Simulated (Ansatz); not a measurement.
The starting structures come from a database of crystals and need not be the phases stable at ambient conditions.

Tunnelling through a barrier is set by its complex band structure: the current falls as exp(−2κd) with the smallest κ.

Input:

```
MoPb2O5
1.0
    5.81718     0.00000     0.00000
    2.90859     7.11600     0.00000
    0.00000     2.93304     6.74248
Mo Pb O
2 4 10
Direct
  0.83068   0.33864   0.34044
  0.16932   0.66136   0.65956
  0.51237   0.97526   0.25541
  0.48763   0.02474   0.74459
  0.13647   0.72706   0.11273
  0.86353   0.27294   0.88727
  0.25301   0.00000   0.00000
  0.74699   0.00000   0.00000
  0.70024   0.59952   0.30541
  0.29976   0.40048   0.69459
  0.38797   0.70836   0.77893
  0.61203   0.29164   0.22107
  0.09633   0.29164   0.22107
  0.90367   0.70836   0.77893
  0.91027   0.17946   0.59978
  0.08973   0.82054   0.40022
```

Space group of this cell: C2/m. The cell is taken as given.

Transport runs along the normal of the first two printed cell vectors.

The gap is the functional's own, uncorrected, and κ follows it; spin-orbit coupling is left out. Mid-gap values are interpolated between the computed energies.

Q: Give the band gap and the smallest decay constant κ at mid-gap that r2SCAN in Ansatz (a first-principles code) yields.

A: Gap 3.11 eV on a 6×6×6 mesh; κ = 0.393 1/Å, at (0.000, 0.250) of the in-plane reciprocal vectors. At the zone centre, at the nearest computed energy, the slowest state has κ = 0.44 1/Å.
